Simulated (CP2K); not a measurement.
Input and output of a self-consistent single point for Sc3SnB (P1, 5 atoms in the cell) (CP2K).

Computed with LDA (Pade form), GPW, DZVP-MOLOPT-SR-GTH basis, GTH-PADE potentials (GTH_POTENTIALS) (CP2K).

The change in words: atoms moved at random. Reference geometry:
```
CELL_PARAMETERS angstrom
      4.66421     0.00000     0.00000
      0.00000     4.66421     0.00000
      0.00000     0.00000     4.66421
ATOMIC_POSITIONS crystal
  Sc 0.50000 0.00000 0.50000
  Sc 0.00000 0.50000 0.50000
  Sc 0.50000 0.50000 0.00000
  Sn 0.00000 0.00000 0.00000
  B  0.50000 0.50000 0.50000
```

Reference input (self-consistent single point, DFT LDA (Pade form), GPW, DZVP-MOLOPT-SR-GTH basis, GTH-PADE potentials (GTH_POTENTIALS)): CUTOFF = 600 Ry; REL_CUTOFF = 50 Ry; SMEAR/METHOD = FERMI_DIRAC; ELECTRONIC_TEMPERATURE = 1160.45 K; KPOINTS/SCHEME = MONKHORST-PACK 6 6 6; GAMMA_CENTERED = T; XC_FUNCTIONAL = PADE; Sc/BASIS_SET = DZVP-MOLOPT-SR-GTH-q11; Sc/POTENTIAL = GTH-PADE-q11; Sn/BASIS_SET = DZVP-MOLOPT-SR-GTH-q4; Sn/POTENTIAL = GTH-PADE-q4; B/BASIS_SET = DZVP-MOLOPT-SR-GTH-q3. This run's input differs from it in these lines:

```diff
@@ -70,7 +70,7 @@
       SCALED
-      Sc       0.50000000     0.00000000     0.50000000
-      Sc       0.00000000     0.50000000     0.50000000
-      Sc       0.50000000     0.50000000     0.00000000
-      Sn       0.00000000     0.00000000     0.00000000
-      B        0.50000000     0.50000000     0.50000000
+      Sc       0.50840000     0.01087900     0.48915100
+      Sc      -0.01562300     0.50549500     0.51560400
+      Sc       0.50926000     0.50066000    -0.00642000
+      Sn       0.00694400    -0.01360900    -0.00051300
+      B        0.49101900     0.49657600     0.50217800
     &END COORD
```

Output (repeated stretches shortened):

```
 SCF WAVEFUNCTION OPTIMIZATION

  Step     Update method      Time    Convergence         Total energy    Change
     1 NoMix/Diag. 0.20E+00      -     1.76869915      -147.3914659646 -1.47E+02
     2 Broy./Diag. 0.20E+00      -     0.26783163      -147.6584517901 -2.67E-01
     3 Broy./Diag. 0.20E+00      -     0.41851096      -146.8838292495  7.75E-01
     4 Broy./Diag. 0.20E+00      -     0.06437333      -146.1232452990  7.61E-01
     5 Broy./Diag. 0.20E+00      -     0.04579810      -146.6287056900 -5.05E-01
     6 Broy./Diag. 0.20E+00      -     0.00577060      -146.5919456614  3.68E-02
   [... 5 lines left out ...]
    12 Broy./Diag. 0.20E+00      -     0.00004148      -146.4241508969  1.68E-04
    13 Broy./Diag. 0.20E+00      -     0.00000959      -146.4240036842  1.47E-04
    14 Broy./Diag. 0.20E+00      -     0.00000974      -146.4239283383  7.53E-05
    15 Broy./Diag. 0.20E+00      -     0.00000039      -146.4239232494  5.09E-06
  *** SCF run converged in    15 steps ***

  Overlap energy of the core charge distribution:               0.00000000000246
  Self energy of the core charge distribution:               -279.28628912752697
  Core Hamiltonian energy:                                     68.34230773593826
  Hartree energy:                                              84.77159456614818
  Exchange-correlation energy:                                -20.24977251247646
  Electronic entropic energy:                                  -0.00176391218182
  Fermi energy:                                                 0.25638752518421

  Total energy:                                              -146.42392324939846
  Total energy (extrapolated to T->0):                       -146.42304129330753

                     Mulliken Population Analysis

   [... lines left out ...]

 STRESS| Analytical stress tensor [bar]
 STRESS|                        x                   y                   z
 STRESS|      x       -5.84231497613E+04   9.23070744020E+02  -1.40142416730E+03
 STRESS|      y        9.23070744020E+02  -5.65424238650E+04   1.18403775615E+03
 STRESS|      z       -1.40142416730E+03   1.18403775615E+03  -5.68043399192E+04
 STRESS| 1/3 Trace                                            -5.72566378485E+04
```

The run converged in 15 iterations. Against the reference run the free energy goes up by 17.2 meV/atom, the pressure goes from -6.02 to -5.73 GPa and the largest force goes from 0.000 to 0.733 eV/Å.

The starting cell comes from a database of computed structures (which also holds hypothetical and non-ambient phases and stackings), without a prior relaxation at this level. Its lattice was rescaled by a random factor within 2.5 % of one. For this run, on top of that: atoms moved at random. Values carry the incompleteness of an atom-centred basis. With a pressure of about -6 GPa the cell is away from its equilibrium volume at this level.

Cost on one core of a shared machine: roughly 80 s.
